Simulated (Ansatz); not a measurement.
## Several settings converged on RbAu₅ (P6mm, 6 atoms in the cell)

```
CELL_PARAMETERS angstrom
      5.84731     0.00000     0.00000
     -2.92366     5.06392     0.00000
      0.00000     0.00000     4.52333
ATOMIC_POSITIONS crystal
  Rb 0.00000 0.00000 0.01105
  Au 0.66667 0.33333 0.00000
  Au 0.33333 0.66667 0.00000
  Au 0.50000 0.00000 0.50000
  Au 0.50000 0.50000 0.50000
  Au 0.00000 0.50000 0.50000
```

Base method: PBEsol, default PAW files made with PBE (plane waves; Ansatz, a quantum-chemistry and plane-wave program).

Base settings: basis.ecutwfc = 420 eV; kpoints.mp_grid.grid = 7 7 7; hamiltonian.xc = pbesol; hamiltonian.pseudopotentials = {kind: paw} (the program's default PAW files); scf.occupations.method = fermi_dirac; scf.occupations.width = 0.1 eV.

The count of work is k-points × plane waves × bands × iterations; it is no time. Core times come from one kind of shared machine, to one figure; runs under 30 s give none.

**The k-point mesh at a smearing width of 0.02 eV**

In this ladder: scf.occupations.width = 0.02 eV.

Only quantities that move along the ladder and can be compared are tabulated.

| kpoints.mp_grid.grid | free energy less the last step's (meV/atom) | pressure (GPa) | count of work / last | core time / last (rough) |
|---|---|---|---|---|
| 3 3 3 | 22.99 | -3.70 | 0.030 | – |
| 4 4 4 | -0.43 | -4.46 | 0.052 | – |
| 4 4 5 | 11.44 | -4.20 | 0.059 | – |
| 5 5 6 | -1.62 | -4.29 | 0.074 | – |
| 6 6 7 | 0.69 | -4.21 | 0.10 | – |
| 7 7 8 | 0.45 | -4.33 | 0.15 | – |
| 9 9 10 | -0.92 | -4.28 | 0.36 | 0.2 |
| 13 13 14 | -0.05 | -4.29 | 0.62 | 0.5 |
| 16 16 17 | 0.00 | -4.28 | 1.0 | 1 |

Coarsest kpoints.mp_grid.grid that holds the pressure within 0.1 GPa of the last step, with all finer ones: 4 4 5, at 0.059 of the last step's count of work; the step before is off by 0.18 GPa.

Coarsest kpoints.mp_grid.grid that holds the free energy within 0.5 meV/atom of the last step, with all finer ones: 13 13 14; the step before is off by 0.92 meV/atom.

**The width of Fermi-Dirac smearing**

In this ladder: kpoints.mp_grid.grid = 12 12 12.

Narrow widths need finer meshes than wide ones, so the last steps can hold mesh noise.

Only quantities that move along the ladder and can be compared are tabulated; pressure and forces are left out, as mesh noise rules them at narrow widths.

| scf.occupations.width | free energy less the last step's (meV/atom) | energy extrapolated to zero width less the last step's (meV/atom) | core time / last (rough) |
|---|---|---|---|
| 1 eV | -649.42 | 164.71 | 2 |
| 0.5 eV | -113.44 | 22.59 | 1 |
| 0.3 eV | -35.43 | 2.32 | 1 |
| 0.2 eV | -14.63 | 0.66 | 1 |
| 0.1 eV | -2.78 | 0.14 | 1 |
| 0.05 eV | 0.00 | 0.00 | 1 |

Widest scf.occupations.width that holds the energy extrapolated to zero width within 0.5 meV/atom of the last step, with all finer ones: 0.1 eV; the step before is off by 0.66 meV/atom.

Widest scf.occupations.width that holds the free energy within 5 meV/atom: not settled: the last two steps still differ by 2.8 meV/atom, over half the tolerance, so the ladder does not show it.

The extrapolation to zero width removes most of the smearing's effect on the energy.

**The mesh under tetrahedron occupations**

In this ladder: scf.occupations.method = tetrahedron; scf.occupations.width = default.

Only quantities that move along the ladder and can be compared are tabulated.

```csv
kpoints.mp_grid.grid,free energy less the last step's (meV/atom),pressure (GPa),count of work / last,core time / last (rough)
3 3 3,15.23,-3.96,0.029,–
4 4 4,0.36,-4.32,0.050,–
4 4 5,5.92,-4.18,0.050,–
5 5 6,-3.66,-4.23,0.084,–
7 7 7,0.56,-4.24,0.13,–
8 8 9,-2.13,-4.27,0.21,0.2
10 10 11,-0.03,-4.31,0.35,0.3
15 15 17,0.00,-4.30,1.0,1
```

Coarsest kpoints.mp_grid.grid that holds the free energy within 5 meV/atom of the last step, with all finer ones: 5 5 6, at 0.084 of the last step's count of work; the step before is off by 5.9 meV/atom.

Coarsest kpoints.mp_grid.grid that holds the pressure within 0.05 GPa of the last step, with all finer ones: 8 8 9, at 0.21 of the last step's count of work and about 0.2 of the last step's time; the step before is off by 0.06 GPa.

On the base run: the starting cell comes from a database of computed structures (which also holds hypothetical and non-ambient phases and stackings), without a prior relaxation at this level. Its lattice was rescaled by up to half a per cent. One atom was moved a little off its site on purpose. In the base run, with a pressure of about -4 GPa the cell is away from its equilibrium volume at this level. Ansatz's pressure includes its estimate of the finite-basis (Pulay) stress.

Left out of this page: 2 runs of the series outside the window shown, repeating another row's setting, or not comparable.

Keys are those of Ansatz 0.2.
